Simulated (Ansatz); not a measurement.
The starting structures come from a database of crystals and need not be the phases stable at ambient conditions.

The decay constant κ of evanescent states in the gap governs leakage through a thin film.

Consider the following.

```xyz
6
Lattice="3.9730 0.0000 0.0000 0.0000 5.5393 0.0000 0.0000 -1.3857 3.6649" Properties=species:S:1:pos:R:3 pbc="T T T"
K      3.0217     0.6553     2.3422
K      1.0352     3.4983     1.3227
H      3.5902     3.8444     3.5479
H      1.6037     0.3092     0.1169
O      2.9447     3.1573     3.2881
O      0.9582     0.9963     0.3767
```

Space group of this cell: Cmc2_1. The cell is taken as given.

Transport runs along the normal of the first two printed cell vectors.

No gap correction and no spin-orbit coupling; mid-gap values are interpolated between computed energies.

Problem. Compute, with PBEsol (Ansatz, an electronic-structure program), the band gap and the smallest decay constant κ at mid-gap.

Solution. Gap 3.85 eV on a 8×8×8 mesh; κ = 0.386 1/Å, at the zone centre.
